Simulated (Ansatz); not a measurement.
A computed series for CoPdO2: pressure series

Base system: CoPdO$_{2}$ (space group R-3m, No. 166; a = 2.862 Å, c = 17.834 Å (hexagonal axes); non-magnetic).

Cell and atoms are relaxed at each pressure.

Computed with PBE/PAW in Ansatz (a first-principles code), scalar-relativistic without spin-orbit coupling.

Candidates:
(a) pressure 30 GPa
(b) pressure −2 GPa
(c) pressure 4.2 GPa

Before the change:

The c/a ratio is 6.231.

Problem. Order them by c/a ratio, lowest first.

Solution. (b) pressure −2 GPa (6.216), (c) pressure 4.2 GPa (6.262), (a) pressure 30 GPa (6.416)

Load acts through the strain it causes; cell and atoms are relaxed under it. Stability against distortions was not tested. Competing high-pressure phases were not computed. Starting moments died away, wholly or in part, for the base; another magnetic solution may exist. No Hubbard U is applied and the magnetic state is the run's own (CoPdO2 not spin-polarised; CoPdO2 non-magnetic); other magnetic orders, which need larger cells, were not tried and can change the gap. The final runs are not spin-polarised. An odd electron count without spin: CoPdO2.
